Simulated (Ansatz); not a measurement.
**PBE against r2SCAN: WSi2, isotropic strain −5.62 %**

Start from WSi2 (space group I4/mmm, No. 139; a = 3.229 Å, c = 7.870 Å; relaxed with 0.1 eV smearing).

(Cell as relaxed with PBE.)

Levels (all Ansatz, a quantum-chemistry and plane-wave program, PAW, earlier PAW set): PBE (420 eV, no spin-orbit coupling); r2SCAN (500 eV, without spin-orbit coupling).

Each level relaxes its own structure.

| base | PBE | r2SCAN |
|---|---|---|
| volume per atom | 13.68 Å³ | 13.42 Å³ |
| lattice parameter a | 3.229 Å | 3.212 Å |
| band gap | zero | zero |

Perturbation: an isotropic linear strain of −5.62 %, atoms relaxed at fixed cell.

| quantity | PBE | r2SCAN |
|---|---|---|
| energy relative to the base (free energy F) | +0.323 eV/atom | [?] |
| largest internal atomic displacement | 0.017 Å | [?] |
| pressure (mean of the normal stresses, compression positive) | 55.4 GPa | [?] |

### Question
Given the PBE results, estimate those of r2SCAN.

### Answer

- energy relative to the base (free energy F), r2SCAN: +0.340 eV/atom
- largest internal atomic displacement, r2SCAN: 0.017 Å
- pressure (mean of the normal stresses, compression positive), r2SCAN: 59.4 GPa

PBE's energy relative to the base lies 0.0173 eV/atom below r2SCAN's; PBE's pressure lies 4.0 GPa below r2SCAN's; the two agree on the largest internal atomic displacement. Neither level is exact; r2SCAN is the comparison here, not a measurement.

Whether these cells are dynamically stable was not tested. All final runs are without spin polarisation.
